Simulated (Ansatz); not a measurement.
Ansatz (a first-principles code) run on Ca (Fm-3m, 1 atom in the cell): self-consistent single point.

Method of the run: PBEsol, default PAW files made with PBE (plane waves; Ansatz).

```
CELL_PARAMETERS angstrom
      0.00000     2.85282     2.85282
      2.85282     0.00000     2.85282
      2.85282     2.85282     0.00000
ATOMIC_POSITIONS crystal
  Ca 0.00000 0.00000 0.00000
```

Reference input (self-consistent single point, DFT, PBE, plane waves, default PAW files): basis.ecutwfc = 420 eV; kpoints.mp_grid.grid = 10 10 10; hamiltonian.xc = pbe; hamiltonian.pseudopotentials = {kind: paw} (the program's default PAW files); scf.occupations.method = gaussian; scf.occupations.width = 0.272 eV. This run's input differs from it in these lines:

Ansatz 0.2 input:
```diff
@@ -12,3 +12,3 @@
 hamiltonian:
-  xc: pbe
+  xc: pbesol
   pseudopotentials: { kind: paw }
```

Output, abridged:

```
SCF iter   1: F=—  HF=-1793.718601 eV  |F-HF|=—  |Δ(HF+E_count)|=         —  Δρ=1.94e-3  dr2=1.68e-3  ethr=1.77e-3  ⟨swp⟩=5.0  Hψ=3186  notcnv=0
all-band conjugate gradients solve this SCF's bands
preconditioner: auto → none
SCF iter   2: F=—  HF=-1793.718186 eV  |F-HF|=—  |Δ(HF+E_count)|=   4.15e-4  Δρ=8.82e-4  dr2=3.81e-4  ethr=1.68e-5  ⟨swp⟩=2.2  Hψ=993  notcnv=0
SCF iter   3: F=—  HF=-1793.718061 eV  |F-HF|=—  |Δ(HF+E_count)|=   1.25e-4  Δρ=1.27e-4  dr2=7.27e-6  ethr=3.81e-6  ⟨swp⟩=2.6  Hψ=694  notcnv=0
SCF iter   4: F=—  HF=-1793.718057 eV  |F-HF|=—  |Δ(HF+E_count)|=   3.55e-6  Δρ=2.12e-5  dr2=3.80e-7  ethr=7.27e-8  ⟨swp⟩=2.6  Hψ=579  notcnv=0
iter 5 did not close the SCF: its close was put off for the readings that it lacked (scf_convergence_deferred on its scf_iter line)
SCF iter   5: F=-1793.718057 eV  HF=-1793.718057 eV  |F-HF|=2.01e-8  |Δ(HF+E_count)|=   1.72e-7  Δρ=5.87e-6  dr2=3.14e-8  ethr=3.80e-9  ⟨swp⟩=2.6  Hψ=696  notcnv=0
SCF iter   6: F=-1793.718057 eV  HF=-1793.718057 eV  |F-HF|=5.66e-11  |Δ(HF+E_count)|=   1.17e-8  Δρ=3.38e-7  dr2=6.31e-11  ethr=3.14e-10  ⟨swp⟩=2.1  Hψ=1464  notcnv=0
SCF 1 converged in 6 iterations: F = -1793.718057 eV  dr2 = 6.31e-11
Free energy (F): -1793.718057 eV
Internal energy: -1793.672361 eV  (E = F + TS)
E sigma→0 (E₀):  -1793.695209 eV
Entropy (-TS):   -0.045695 eV (-45.695 meV/atom)
Fermi energy:    4.243301 eV
--- Forces (eV/Å), atoms counted from 1 ---
  atom   1  Ca     0.00000000     0.00000000     0.00000000
--- Stress (GPa, compression-positive) ---
       -1.939984      -0.000000       0.000000
        0.000000      -1.939984      -0.000000
       -0.000000      -0.000000      -1.939984
  P = ⅓ Tr σ = -1.9400 GPa (-19.400 kbar)
  The stress holds the Pulay correction. Without it, at fixed plane waves, as pw.x and ABINIT print it: P = -1.9408 GPa
```

The run converged in 6 iterations. Against the reference run the pressure goes from -1.41 to -1.94 GPa. The full log also holds: “iter 5 did not close the SCF: its close was put off for the readings that it lacked (scf_convergence_deferred on its scf_iter line)”.

The starting cell comes from a database of computed structures (which also holds hypothetical and non-ambient phases and stackings), without a prior relaxation at this level. Its lattice was rescaled by a random factor within 2.5 % of one. Ansatz's pressure includes its estimate of the finite-basis (Pulay) stress.
